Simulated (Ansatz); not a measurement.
## A computed series for hypothetical rock salt BP: response to strain

The parent structure is BP in the rock salt structure (space group Fm-3m, No. 225; a = 4.321 Å; a hypothetical phase, not in the database extracts checked; relaxed with 0.1 eV smearing). Axes: x, y, z lie along the cube axes.

Strains are applied to the cell and any free atomic positions relax; under biaxial strain the out-of-plane vector relaxes too.

Levels (all Ansatz, a first-principles code, PAW): PBE (420 eV, no spin-orbit coupling); PBEsol (420 eV, scalar-relativistic without spin-orbit coupling).

The base cell above is that of PBE; each level relaxes its own structures.

Notes on the quantities. energy relative to the base: free energy F.

| case | energy relative to the base, PBE | energy relative to the base, PBEsol |
|---|---|---|
| biaxial strain −2.28 %, plane normal [001], relaxed out of plane | +5.9 meV/atom | +6.7 meV/atom |
| biaxial strain +4.98 %, plane normal [110], relaxed out of plane | +45 meV/atom | +46 meV/atom |
| isotropic strain +0.70 % | +2.2 meV/atom | +2.3 meV/atom |
| uniaxial strain ε_yy = +4.80 % | +13 meV/atom | +14 meV/atom |
| uniaxial strain ε_zz = −0.94 % | +0.6 meV/atom | +0.7 meV/atom |
| uniaxial strain ε_zz = +0.50 % | +0.2 meV/atom | +0.2 meV/atom |

The two levels differ by at most about 1.0 meV/atom. They put the cases in the same order.

A biaxial case was relaxed in a doubled cell and then solved in the primitive one. Stability against distortions was not tested. All final runs are without spin polarisation.
